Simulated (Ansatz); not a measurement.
Seebeck coefficient (μV/K, mean over directions) of p-type GaSb (F-43m) against carrier density, Ansatz (an electronic-structure program) with r2SCAN with spin-orbit coupling, rigid bands. Computed gap 0.28 eV; densities at which minority carriers matter at this gap, or further valleys turn the trend, are left out. Conductivity mass 0.29 mₑ (harmonic mean over directions), N_v = 6.6e18 cm⁻³ at 300 K.

| hole density | 300 K | 500 K |
|---|---|---|
| 3e18 cm⁻³ | 287 | (withheld) |
| 1e19 cm⁻³ | (withheld) | (withheld) |
| 3e19 cm⁻³ | 119 | 177 |
| 1e20 cm⁻³ | 65 | 105 |
| 3e20 cm⁻³ | 40 | 66 |
| 1e21 cm⁻³ | 26 | 42 |

Problem. Some entries are withheld; supply them.

Solution. 
- 3e18 cm⁻³, 500 K: 359
- 1e19 cm⁻³, 300 K: 192
- 1e19 cm⁻³, 500 K: 259

Rigid bands with a gap fixed in temperature, one relaxation time for all states, no polarons or phonon drag, and whether or not such doping can be reached. Geometry: cell and atoms relaxed with PBEsol.
